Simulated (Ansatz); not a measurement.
The parent structure is Tb in the hcp (Mg type) structure (space group P6_3/mmc, No. 194; a = 3.471 Å, c = 5.571 Å; ferromagnetic).

All numbers come from PBEsol (Ansatz, a program for electronic structure; PAW; 420 eV plane waves; no SOC), earlier PAW set.

Base values:

The volume per atom comes out as 29.06 Å³ and the c/a ratio is 1.605.

It is then changed as follows: spin polarisation is switched off and the cell is relaxed again.

Task: What happens to the volume per atom?

Result: The volume per atom drops by 3.60 Å³, from 29.06 Å³ to 25.46 Å³.

Task: How does this affect the c/a ratio?

Result: The c/a ratio drops by 0.0185 (1.605 → 1.587).

Other magnetic orders, which the real material may have, were not ruled out. The 4f electrons are in the valence with no U and their state was not checked, so volumes and moments can be off. Stability against distortions was not tested. Spin-polarised in the final run: base; the other runs are not.
